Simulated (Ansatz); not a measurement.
Pressure series in SiO2

Consider SiO2 (space group P3_121, No. 152).

```cif
data_O6Si3
_chemical_formula_sum 'Si3 O6'
_space_group_name_H-M_alt 'P 1'
_space_group_IT_number 1
_cell_length_a 4.94935
_cell_length_b 4.94935
_cell_length_c 5.44191
_cell_angle_alpha 90.000
_cell_angle_beta 90.000
_cell_angle_gamma 120.000
loop_
_space_group_symop_operation_xyz
  'x, y, z'
loop_
_atom_site_label
_atom_site_type_symbol
_atom_site_fract_x
_atom_site_fract_y
_atom_site_fract_z
_atom_site_occupancy
Si1 Si 0.47048 0.00000 0.83333 1
Si2 Si 0.00000 0.47048 0.16667 1
Si3 Si 0.52952 0.52952 0.50000 1
O1 O 0.41256 0.26669 0.71428 1
O2 O 0.73331 0.14588 0.04761 1
O3 O 0.85412 0.58744 0.38094 1
O4 O 0.14588 0.73331 0.95239 1
O5 O 0.26669 0.41256 0.28572 1
O6 O 0.58744 0.85412 0.61906 1
```

Cell and atoms are relaxed at each pressure.

Level of theory: PBEsol in Ansatz (plane waves to 420 eV, PAW, no spin-orbit coupling).

| variant | gap character | band gap | smallest direct gap |
|---|---|---|---|
| base | indirect, K → Γ | 5.72 eV | 6.03 eV |
| pressure −2 GPa | indirect, M → Γ | 5.50 eV | 5.75 eV |
| pressure −1 GPa | indirect, K → Γ | 5.64 eV | 5.98 eV |
| pressure 3 GPa | indirect, K → Γ | … | … |
| pressure 30 GPa | indirect, M → Γ | 6.69 eV | 6.89 eV |

### Question
Fill in the withheld entries from the trend.

### Answer

- pressure 3 GPa, band gap: 5.92 eV
- pressure 3 GPa, smallest direct gap: 6.15 eV

Load acts through the strain it causes; cell and atoms are relaxed under it. Stability against distortions was not tested. Competing high-pressure phases were not computed.

Ansatz is a first-principles code.
